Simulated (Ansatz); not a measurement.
**Effect of isotropic strain −1.50 % on Mg2Ge**

Consider Mg2Ge in the anti-fluorite structure (space group Fm-3m, No. 225; a = 6.286 Å).

Modification: the cell is scaled by 0.9850 in all directions; the atoms relax in the strained cell.

All numbers come from LDA, PAW, 420 eV (Ansatz, an electronic-structure program; without spin-orbit coupling). k-mesh 13×13×13 (Γ-centred); smearing 0.05 eV (Fermi–Dirac).

- Volume per atom: 19.79 Å³ (base 20.70 Å³)
- Space group: Fm-3m (No. 225) (base Fm-3m (No. 225))
- Energy relative to the base (free energy F): +7.7 meV/atom
- Pressure: 2.80 GPa (base 0.00 GPa)
- Band gap: 0.06 eV (uncertain: the Fermi level lies in a band; the changed cell) (base 0.10 eV)

Cost of the whole job for the changed cell (relaxation, final SCF and bands): roughly 20 core-seconds.

Stability against distortions was not tested. The zero or small gap of Mg2Ge can change with the level of theory.
